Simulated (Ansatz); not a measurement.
Si under a change: biaxial strain −1.88 %, plane normal [001], relaxed out of plane

Base system: Si (space group P6_3/mmc, No. 194; a = 3.8320 Å, c = 6.3417 Å; a cell from a computed database, its experimental status unchecked). Axes: x lies along a and z along c of the hexagonal cell.

One thing is altered: compressive biaxial strain of 1.88 % in the plane normal to [001], as in epitaxy on a mismatched substrate; the out-of-plane cell vector and the atoms relax.

All numbers come from r2SCAN (Ansatz, a first-principles code), no spin-orbit coupling, earlier PAW set. Settings: 10×10×5 k-points, 0.05 eV Fermi–Dirac smearing.

| quantity | base | changed | shift |
|---|---|---|---|
| volume per atom | 20.16 Å³ | 19.54 Å³ | -0.626 Å³ |
| space group | P6_3/mmc (No. 194) | P6_3/mmc (No. 194) | – |
| shortest interatomic distance | 2.353 Å | 2.323 Å | -0.030 Å |
| band gap | 0.61 eV | 0.61 eV | 0.00 eV |
| gap character | indirect, Γ → M | indirect, Γ → M | – |
| smallest direct gap | 1.36 eV | 1.71 eV | +0.343 eV |
| width of the top valence band | 3.56 eV | 3.83 eV | +0.27 eV |
| valence-band top at Γ (three highest levels, from the VBM) | 0.00, 0.00, -0.38 eV | 0.00, 0.00, -0.65 eV | – |
| out-of-plane strain | – | +0.64 % | – |
| ratio −ε⊥/ε∥ | – | 0.34 | – |
| mean in-plane stress (compression positive) | – | +4.8 GPa | – |

Final structure (turned so that z lies along the plane normal):

```
CELL_PARAMETERS angstrom
      3.75996     0.00000     0.00000
      1.87998     3.25622     0.00000
      0.00000     0.00000     6.38238
ATOMIC_POSITIONS crystal
  Si 0.33333 0.33333 0.06477
  Si 0.66667 0.66667 0.93523
  Si 0.66667 0.66667 0.56477
  Si 0.33333 0.33333 0.43523
```

Whether these cells are dynamically stable was not tested. This is not the structure that Si has at room temperature and ambient pressure.
